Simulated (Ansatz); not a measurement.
The parent structure is WS₂ (space group P6_3/mmc, No. 194; a = 3.115 Å, c = 11.772 Å; layered, stacked along the Cartesian z axis). Axes: x lies along a and z along c of the hexagonal cell.

Computed with Kohn–Sham DFT with the PBEsol-D3(BJ) functional, run in Ansatz (a first-principles code) with PAW and 420 eV plane waves, scalar-relativistic without spin-orbit coupling.

For the base:

The hole mass comes out as 0.96 mₑ along c, 0.46 mₑ across (at Γ) and the shortest interatomic distance is 2.389 Å.

The change: tensile biaxial strain of 1.80 % in the plane normal to [001], as in epitaxy on a mismatched substrate; the out-of-plane cell vector and the atoms relax.

Question: What happens to the hole mass, ratio −ε⊥/ε∥ and shortest interatomic distance?

Answer: The hole mass goes from 0.96 mₑ along c, 0.46 mₑ across (at Γ) to 1.2 mₑ out of plane, 0.39 mₑ in plane (at Γ); the ratio −ε⊥/ε∥ comes out as 0.31; the shortest interatomic distance rises by 0.011 Å to 2.400 Å.

With W present, leaving out spin-orbit coupling can change the band edges. The levels and masses belong to the bands next to the band gap. Masses are band curvatures over ±0.01 Å⁻¹ around the edge. Stability against distortions was not tested.
